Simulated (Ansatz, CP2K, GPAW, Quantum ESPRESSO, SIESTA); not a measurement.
**One structure in several programs: TiSi₂ (Fddd, 6 atoms in the cell)**

Self-consistent single point, at a second geometry (lattice scaled by 0.98). First geometry:

```
TiSi2
1.0
    0.00000     4.20892     4.35754
    2.44256     0.00000     4.35754
    2.44256     4.20892     0.00000
Ti Si
2 4
Direct
  0.50000   0.50000   0.50000
  0.75000   0.75000   0.75000
  0.83743   0.16257   0.83743
  0.16257   0.83743   0.16257
  0.41257   0.08743   0.41257
  0.08743   0.41257   0.08743
```

Shared settings, as Ansatz (a program for electronic structure) writes them: kpoints.mp_grid.grid = 7 7 7; scf.occupations.method = gaussian; scf.occupations.width = 0.0147 Ry. Potentials and cutoffs stand in the table.

```
code                                                                                                                                model  ΔF from the first geometry (meV/atom)  pressure (GPa)  largest force (eV/Å)       cutoff
----------------  -----------------------------------------------------------------------------------------------------------------------  -------------------------------------  --------------  --------------------  -----------
Quantum ESPRESSO                                                         PBE, PseudoDojo stringent norm-conserving (PBE) pseudopotentials                                  -15.8            1.30                 0.011        85 Ry
SIESTA            GGA PBE, numerical atomic orbitals TZP, PseudoDojo PBE standard norm-conserving potentials (rewritten from UPF to PSML)                                  -17.4            0.93                 0.068  grid 400 Ry
Ansatz                                                                                                                     PBE, PAW files                                  -15.8            1.27                 0.014      default
CP2K                                                              PBE, GPW, DZVP-MOLOPT-SR-GTH basis, GTH-PBE potentials (GTH_POTENTIALS)                                  -12.8            1.89                 0.015  grid 600 Ry
GPAW                                                                                         PBE, GPAW PAW datasets PBE (gpaw-data 1.0.1)                                  -12.2            1.88                 0.014       800 eV
```

On Ansatz's run: spin polarisation is off.

The spread over the programs that give each value: ΔF from the first geometry within 5.2 meV/atom; pressure within 0.96 GPa; largest force within 0.057 eV/Å.

SIESTA and CP2K use small atom-centred bases, whose incompleteness enters pressures, forces and empty levels differently from a plane-wave cutoff. Ansatz's pressure is given at a fixed set of plane waves, as the other plane-wave codes print theirs; with its correction for the finite basis it is 1.31 GPa.

The starting cell comes from a database of computed structures (which also holds hypothetical and non-ambient phases and stackings), without a prior relaxation at this level. Its lattice was rescaled by a random factor within 2.5 % of one. For this run, on top of that: lattice scaled by 0.98.

Left out of this page: Elk and FLEUR (not drawn, or without a comparable value).

Keys are those of Ansatz 0.2.
